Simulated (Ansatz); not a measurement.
**Relaxation of the atoms of Ni₃Pb₂S₂ (R-3m, 7 atoms in the cell) at several settings**

```
CELL_PARAMETERS angstrom
      2.76423     1.59593     4.44963
     -2.76423     1.59593     4.44963
      0.00000    -3.19185     4.44963
ATOMIC_POSITIONS crystal
  Ni 0.00000 0.00000 0.50000
  Ni 0.50000 0.00000 0.00000
  Ni 0.00000 0.50000 0.00000
  Pb 0.50000 0.50000 0.50000
  Pb 0.00000 0.00000 0.00000
  S  0.72795 0.72795 0.72795
  S  0.27205 0.27205 0.27205
```

Base: LDA (PW92), default PAW files made with PBE (Ansatz, a program for electronic structure). Its settings: basis.ecutwfc = 420 eV; kpoints.mp_grid.grid = 7 7 7; hamiltonian.xc = lda; hamiltonian.pseudopotentials = {kind: paw} (the program's default PAW files); scf.occupations.method = methfessel_paxton; scf.occupations.width = 0.136 eV. Starting volume 16.83 Å³ per atom.

Each line gives the change from the base single point and the result:

- relax: default → atoms: pressure -0.87 GPa; largest force (vector length) 0.004 eV/Å; relaxation steps 4; free energy against the base single point -1.3 meV/atom.
- atoms moved at random; scf.convergence.dr2_threshold: default (1e-07 eV) → 0.001 eV; relax: default → atoms; relax.f_tol: default → 0.03 eV/Å: pressure -0.86 GPa; largest force (vector length) 0.013 eV/Å; relaxation steps 3; free energy against the base single point -1.3 meV/atom.
- atoms moved at random; relax: default → atoms; relax.f_tol: default → 0.03 eV/Å: pressure -0.88 GPa; largest force (vector length) 0.003 eV/Å; relaxation steps 4; free energy against the base single point -1.3 meV/atom.

The starting cell comes from a database of computed structures (which also holds hypothetical and non-ambient phases and stackings), without a prior relaxation at this level. Its lattice was rescaled by a random factor within 2.5 % of one. Spin polarisation is off, so a magnetic state, if there is one, cannot be reached. Ansatz's pressure includes its estimate of the finite-basis (Pulay) stress.

Keys are those of Ansatz 0.2.
